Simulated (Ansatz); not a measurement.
# Effect of biaxial strain −2.16 %, plane normal [111], relaxed out of plane on Au

Start from Au in the fcc (Cu type) structure (space group Fm-3m, No. 225; a = 4.0834 Å). Axes: x, y, z lie along the cube axes.

Perturbation: compressive biaxial strain of 2.16 % in the plane normal to [111], as in epitaxy on a mismatched substrate; the out-of-plane cell vector and the atoms relax.

Method: PBEsol, PAW, 420 eV (Ansatz, a first-principles code; no spin-orbit coupling). Settings: 20×20×20 k-points, 0.05 eV Fermi–Dirac smearing.

The volume per atom falls by 0.25 Å³ (17.02 Å³ → 16.77 Å³) and the shortest interatomic distance decreases by 0.062 Å, from 2.887 Å to 2.825 Å. The energy increases by 10 meV/atom and the pressure (mean of the normal stresses, compression positive) goes from zero to 3.1 GPa. The band gap remains zero and the out-of-plane strain amounts to +2.91 % (rough). The mean in-plane stress (compression positive) is +4.7 GPa (rough).

Final structure (turned so that z lies along the plane normal):

```
Au
1.0
    2.82506     0.00000     0.00000
    1.41253     2.44658     0.00000
    1.41253    -0.81553     2.42611
Au
1
Direct
  0.00000   0.00000   0.00000
```

Without a gap, meshes like the base's 20×20×20 leave anisotropic stresses uncertain by several tenths of a GPa, and small strain energies with them. No phonon test of stability was made.
